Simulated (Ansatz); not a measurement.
System: SnC (model structure, started from the wurtzite type, P6₃mc, No. 186, 4 atoms in the cell). Method: G0W0@PBEsol (plane waves, hard PAW, contour deformation; Ansatz, a quantum-chemistry and plane-wave program).

The cell is the one relaxed with PBEsol. Conventional cell: a = 3.5535 Å, b = 3.5535 Å, c = 5.8157 Å, α = 90.00°, β = 90.00°, γ = 120.00°.

One run with a 6×6×4 mesh, response cutoff 100 eV and 265 empty bands, not extrapolated in mesh or basis; no spin–orbit coupling.

Highest filled and lowest empty level by k point (fractions of the reciprocal vectors of the cell (3.554 0.000 -0.000) (-1.777 3.077 0.000) (-0.000 -0.000 5.816) Å; eV from the valence maximum of each method):

```
k                 PBEsol filled  PBEsol empty  QP filled  QP empty
----------------  -------------  ------------  ---------  --------
0 0 0                      0.00          0.97       0.00      1.52
0 0 -0.5                  -0.69          2.35      -0.76      2.98
0 0.167 -0.5              -1.19          3.27        ___       ___
0 0.333 0                 -0.97          2.41      -1.06      2.92
0 0.333 0.25              -1.30          2.03      -1.41      2.54
0 -0.5 0.25               -1.61          2.02        ___       ___
0.167 0.333 0             -2.18          3.24      -2.35      3.69
0.333 0.333 0.25          -2.67          3.29      -2.85      3.73
```

**Question.** Estimate the withheld levels to about 0.1 eV.

**Answer.** 
- 0 0.167 -0.5, QP filled: -1.29
- 0 0.167 -0.5, QP empty: 3.91
- 0 -0.5 0.25, QP filled: -1.74
- 0 -0.5 0.25, QP empty: 2.53

Note: filled d or f shells below the valence bands can shift G0W0 gaps through exchange with them, which wasn't tested here; the relaxation could raise the start's symmetry but not lower it, so the cell can be a saddle point.

A model structure was made by putting elements into a prototype or built by hand; it is no filed structure, need not be a known phase, and can be a saddle point held by its symmetry.
